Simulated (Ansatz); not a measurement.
**Relaxation of cell and atoms of TiSi₂ (Cmcm, 6 atoms in the cell) at several settings**

```
TiSi2
1.0
    1.76952    -6.77618     0.00000
    1.76952     6.77618     0.00000
    0.00000     0.00000     3.57408
Ti Si
2 4
Direct
  0.89688   0.10312   0.75000
  0.10312   0.89688   0.25000
  0.55825   0.44175   0.75000
  0.44175   0.55825   0.25000
  0.24969   0.75031   0.75000
  0.75031   0.24969   0.25000
```

Base: PBE, harder PAW files (source: ansatz) (Ansatz, a first-principles code). Its settings: basis.ecutwfc = 740 eV; kpoints.mp_grid.grid = 10 10 9; hamiltonian.xc = pbe; hamiltonian.pseudopotentials = {kind: paw, source: ansatz}; scf.occupations.method = fermi_dirac; scf.occupations.width = 0.1 eV. Starting volume 14.29 Å³ per atom.

Each line gives the change from the base single point and the result:

- relax: default → cell and atoms; relax.cell.p_target: default → 5 GPa: pressure 5.00 GPa; largest force (vector length) 0.001 eV/Å; final cell a = b = 6.885 Å, c = 3.550 Å, α = β = 90.00°, γ = 150.44°; final volume per atom 13.84 Å³; relaxation steps 7; free energy against the base single point 7.3 meV/atom.
- relax: default → cell and atoms: pressure -0.01 GPa; largest force (vector length) 0.002 eV/Å; final cell a = b = 7.007 Å, c = 3.580 Å, α = β = 90.00°, γ = 150.67°; final volume per atom 14.35 Å³; relaxation steps 5; free energy against the base single point -0.5 meV/atom.

The starting cell comes from a database of computed structures (which also holds hypothetical and non-ambient phases and stackings), without a prior relaxation at this level. Its lattice was rescaled by a random factor within 2.5 % of one. Spin polarisation is off. Ansatz's pressure includes its estimate of the finite-basis (Pulay) stress.

Left out of this page: 1 run of the series outside the window shown, repeating another row's setting, or not comparable.

Keys are those of Ansatz 0.2.
